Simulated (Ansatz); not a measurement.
# By hand: formation energy of Re_Ru in Ru (hcp, P6₃/mmc)

We look at the formation energy of Re_Ru in Ru (hcp, P6₃/mmc). Reaction: Re (hcp) + 63 Ru (hcp) → cell A.

A: a supercell of 64 sites of Ru (hcp, P6₃/mmc) with Re on a Ru site (12 Ru at 2.66–2.73 Å); spin state with PBE: run without spin.

Setting: static, neutral cells in Ansatz (PAW) whose structures rest at the PBE level. Ansatz (a first-principles code) runs with its default PAW set. Other levels take these structures. The lattices are those relaxed with PBE, so at other levels the solids can be strained, which adds to the spread. Larger cells are relaxed from a start prepared with the learned potential CHGNet, on a coarser mesh till forces fall under 0.03 eV/Å, which some starts already meet. A dispersion term (D3(BJ), or D4 for r2SCAN) was computed beside these levels and is taken off wherever the name lacks it. The PAW files were made for PBE and serve at the other functionals too. Space groups of crystals are read within 0.01 Å. The runs are scalar-relativistic, without spin-orbit coupling. Mesh and cell size may move defect energies by 0.1 eV or more. Cell A has symmetry P-6m2 within 0.02 Å and got no random move, so less symmetric positions, which may lie lower, weren't tried.

Total energies of the cells in eV, at zero smearing width. They compare only within one column; the weights balance every element.

```json
[
 {"cell": "A: Ru:Re_Ru", "atoms": "64", "weight": "+1", "r2SCAN": "-381995.29387", "PBE+D3(BJ)": "-381265.25170"},
 {"cell": "Re (hcp)", "atoms": "2", "weight": "−1/2", "r2SCAN": "-21761.61426", "PBE+D3(BJ)": "-21737.44217"},
 {"cell": "Ru (hcp)", "atoms": "64", "weight": "−63/64", "r2SCAN": "-377004.84064", "PBE+D3(BJ)": "-376275.48988"}
]
```

r2SCAN: (-381995.29387) − 1/2 × (-21761.61426) − 63/64 × (-377004.84064) = -0.347 eV.

PBE+D3(BJ): (-381265.25170) − 1/2 × (-21737.44217) − 63/64 × (-376275.48988) = -0.345 eV.
